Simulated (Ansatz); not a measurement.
Smallest direct gap on the k points sampled of Ba2YHO3 (model structure, Immm, No. 71, 7 atoms in the cell) at several levels of theory

No measured value is used here.

```json
[
 {"level (code)": "LDA (Ansatz)", "value (eV)": "2.95"},
 {"level (code)": "PBE (Ansatz)", "value (eV)": "3.09"},
 {"level (code)": "PBE+SOC (Ansatz)", "value (eV)": "3.08"},
 {"level (code)": "PBEsol (Ansatz)", "value (eV)": "2.99"},
 {"level (code)": "PBEsol+SOC (Ansatz)", "value (eV)": "2.98"},
 {"level (code)": "r²SCAN (Ansatz)", "value (eV)": "3.56"},
 {"level (code)": "r²SCAN+SOC (Ansatz)", "value (eV)": "3.56"},
 {"level (code)": "HSE06 (Ansatz)", "value (eV)": "4.52"}
]
```

Computed values are for a static lattice. Levels without +SOC have no spin–orbit coupling; where heavier elements are present it shifts gaps, mostly down, and can invert bands.  Values are at the PBEsol cell. Cutoffs and k meshes differ between the levels. Ansatz's density-functional and Hartree–Fock values are scalar-relativistic unless marked +SOC, with PAW data made under PBE.

A model structure was made by putting elements into a prototype or built by hand; it is no filed structure, need not be a known phase, and can be a saddle point held by its symmetry.

Ansatz is a quantum-chemistry and plane-wave program.
